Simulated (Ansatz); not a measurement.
Ansatz (an electronic-structure program) run on HfOs (Pm-3m, 2 atoms in the cell): relaxation of cell and atoms.

Method: PBEsol, default PAW files made with PBE (plane waves; Ansatz).

The change in words: atoms on their sites; basis.ecutwfc: 30.9 Ry → 15.4 Ry; relax: default → cell and atoms. Reference geometry:
```xyz
2
Lattice="3.2273 0.0000 0.0000 0.0000 3.2273 0.0000 0.0000 0.0000 3.2273" Properties=species:S:1:pos:R:3 pbc="T T T"
Hf     0.0000     0.0000     0.0500
Os     1.6136     1.6136     1.6136
```

Reference input (self-consistent single point, DFT, PBEsol, plane waves, default PAW files made with PBE): basis.ecutwfc = 30.9 Ry; kpoints.mp_grid.grid = 10 10 10; hamiltonian.xc = pbesol; hamiltonian.pseudopotentials = {kind: paw} (the program's default PAW files); scf.occupations.method = gaussian; scf.occupations.width = 0.0073 Ry. This run's input differs from it in these lines:

Ansatz 0.2 input:
```diff
@@ -7,6 +7,6 @@
   atoms:
-    - { symbol: Hf, position_ang: [0.00000000, 0.00000000, 0.04999983] }
+    - { symbol: Hf, position_ang: [0.00000000, 0.00000000, 0.00000000] }
     - { symbol: Os, position_ang: [1.61362650, 1.61362650, 1.61362650] }
 basis:
-  ecutwfc: 30.9 Ry
+  ecutwfc: 15.4 Ry
 kpoints:
@@ -18,2 +18,4 @@
   occupations: { method: gaussian, width: 0.0073 Ry }
+relax:
+  cell: {}
 output:
```

Output (repeated stretches shortened):

```
   [... SCF lines of the steps left out ...]
relax step   1: F+E_penalty+E_count = -26841.14985021 eV  Δ(F+E_penalty+E_count) = +0.000e0 eV  max|allowed force component| = 3.103e-29 eV/Å  Δτ_max = 0.0000 Å  P = -5.058 GPa  Ω = 33.612 Å³  (7 SCF iters, dr2 threshold 1.00e-7 eV, accepted)
relax step   2: F+E_penalty+E_count = -26844.12910070 eV  Δ(F+E_penalty+E_count) = -2.979e0 eV  max|allowed force component| = 5.095e-30 eV/Å  Δτ_max = 0.0000 Å  P = +82.325 GPa  Ω = 30.952 Å³  energy of the carried Pulay correction = +3.608e0 eV  [...]
   [... lines left out ...]
relax step 120: F+E_penalty+E_count = -26841.29723404 eV  Δ(F+E_penalty+E_count) = -6.964e-3 eV  max|allowed force component| = 2.104e-30 eV/Å  Δτ_max = 0.0000 Å  P = -0.000 GPa  Ω = 32.882 Å³  energy of the carried Pulay correction = +1.419e-2 eV  [...]
relax step 121: F+E_penalty+E_count = -26841.22637227 eV  Δ(F+E_penalty+E_count) = +7.086e-2 eV  max|allowed force component| = 2.235e-30 eV/Å  Δτ_max = 0.0000 Å  P = +0.305 GPa  Ω = 32.882 Å³  stress off target by 3.05e-1 GPa  SCF on the basis [...]
basis re-selected at this cell: Δ(F+E_penalty+E_count) = +7.086e-2 eV, ΔP = +0.305 GPa vs the last step
   [... lines left out ...]
Free energy (F): -26841.226372 eV
Fermi energy:    24.498819 eV
Error: variable-cell relaxation did not converge after 121 `relax_step` rows, as none of its last 49 fresh-basis SCF(s) at a relaxed cell met both thresholds with a finite energy. The last misses `relax.cell.stress_tol`: largest allowed force component 2.24e-30 eV/Å (`relax.f_tol` 1.00e-2 eV/Å), stress off the target on the free part of the cell 3.05e-1 GPa (`relax.cell.stress_tol` 5.00e-2 GPa), F+E_penalty+E_count -26841.22637227 eV. The closest is row 46, whose structure comes with this error. Larger ratio of force or stress to its threshold at each such SCF whose figures are numbers: 78.749, 42.683, 27.904, 6.314, 6.022, 4.257, 4.068, 3.885, 3.709, 6.056, 3.691, 3.620, 6.104, [...]
   [... lines left out ...]
to start a new deck from the relaxed geometry:
  cell:  # Å, volume = 32.8903 Å³
    - [3.2039755623379946, -1.0240530626171504e-32, -2.5027058391907046e-34]
    - [-9.919542302106967e-33, 3.2039755623379946, -7.7037197775489426e-34]
    - [-2.663200001222974e-34, -7.7037197775489426e-34, 3.2039755623379946]
  atoms:
    - { symbol: Hf, position: [-3.510270512462819e-46, -1.1972252144189741e-47, 7.455879586567895e-48] }
    - { symbol: Os, position: [0.5, 0.5, 0.5] }
```

The relaxation ended unconverged.  The full log also holds: “iter 3 did not close the SCF: its close was put off for the readings that it lacked (scf_convergence_deferred on its scf_iter line)”. The full log also holds: “iter 4 did not close the SCF: its close was put off for the readings that it lacked (scf_convergence_deferred on its scf_iter line)”.

The starting cell comes from a database of computed structures (which also holds hypothetical and non-ambient phases and stackings), without a prior relaxation at this level. Its lattice was rescaled by up to half a per cent. The cutoff lies below the one recommended for these files.

Cost on one core of a shared machine: roughly 3 min.
